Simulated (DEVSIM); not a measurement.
System: abrupt Ge p-n junction, at 300 K.

```
layer (left to right)  material  thickness (μm)  Nd (cm⁻³)  Na (cm⁻³)   τn (s)   τp (s)
---------------------  --------  --------------  ---------  ---------  -------  -------
1                            Ge            52.0          -     1.1e15  0.00019  0.00019
2                            Ge            5.00     5.3e16          -  0.00019  0.00019
```

Left contact: ohmic. Right contact: ohmic. Voltage is applied to the left contact. Recombination: SRH at mid-gap, radiative, Auger. Mobility is μmin + (μ − μmin)/(1 + (N/Nref)^α).

This is a model device: material constants are rounded textbook-type values typed into the input, and sizes, dopings and lifetimes were drawn at random. Values at 300 K; Nc and Nv go as T^1.5, mobilities as T to minus their exponent, the gap by Varshni's rule with the affinity fixed.

| parameter | Ge |
|---|---|
| gap (eV) | 0.664 |
| affinity (eV) | 4 |
| permittivity | 16 |
| Nc (cm⁻³) | 1.04e19 |
| Nv (cm⁻³) | 6e18 |
| μn (cm²/Vs) | 3900 |
| μp (cm²/Vs) | 1900 |
| μn,min | 150 |
| μp,min | 100 |
| Nref,n | 2.6e17 |
| Nref,p | 4e17 |
| αn | 0.56 |
| αp | 0.6 |
| T exponent of μn | 1.66 |
| T exponent of μp | 2.33 |
| B (cm³/s) | 6.4e-14 |
| Cn (cm⁶/s) | 1e-31 |
| Cp (cm⁶/s) | 1e-31 |
| Varshni α (eV/K) | 0.000477 |
| Varshni β (K) | 235 |

Model (solved in DEVSIM): 1D drift-diffusion, Boltzmann statistics, complete ionisation; no tunnelling, impact ionisation, image-force lowering or self-heating.

The temperature was swept, all else fixed.

```
temperature (K)  dark forward voltage at 100 A/cm² (V)  potential step across the device at zero bias (V)  largest field in the device at zero bias (V/cm)
---------------  -------------------------------------  -------------------------------------------------  -----------------------------------------------
250                                              0.462                                              0.395                                            12000
300                                              0.396                                              0.305                                            12000
350                                                [?]                                              0.213                                            13000
400                                              0.255                                              0.138                                            12000
450                                              0.157                                              0.088                                            11000
500                                              0.081                                              0.049                                             8700
```

Q: What belongs in the gaps?

A: 
- 350, dark forward voltage at 100 A/cm² (V): 0.332
